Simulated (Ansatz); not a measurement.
ReTe (model structure, started from the WC type, P-6m2, No. 187, 2 atoms in the cell), treated with LDA (Ansatz, an electronic-structure program, plane waves, PAW).

Settings: plane-wave cutoff 520 eV, 18×18×16 k mesh (along the axes of the cell as run), Fermi–Dirac smearing 0.05 eV, no spin polarisation, scalar-relativistic PAW data made under PBE.

Cell (relaxed at this level):

```
ReTe
1.0
    3.81924     0.00000     0.00000
   -1.90962     3.30755     0.00000
    0.00000     0.00000     3.09803
Re Te
1 1
Direct
  0.00000   0.00000   0.00000
  0.66667   0.33333   0.50000
```

Question: Give the computed bulk modulus B0.

Answer: 
- bulk modulus B0: 173 GPa

Note: the run has no spin polarisation, so it can have missed a magnetic state; the bulk modulus is −V dP/dV from two relaxed cells at ±2 % in volume; the relaxation could raise the start's symmetry but not lower it, so the cell can be a saddle point.

Spin–orbit coupling is not included; it can open a gap where bands touch, and shift volumes and moduli.

The computed numbers hold no vibrational or temperature effects.

The result took roughly 4 core-minutes.

A model structure was made by putting elements into a prototype or built by hand; it is no filed structure, need not be a known phase, and can be a saddle point held by its symmetry.
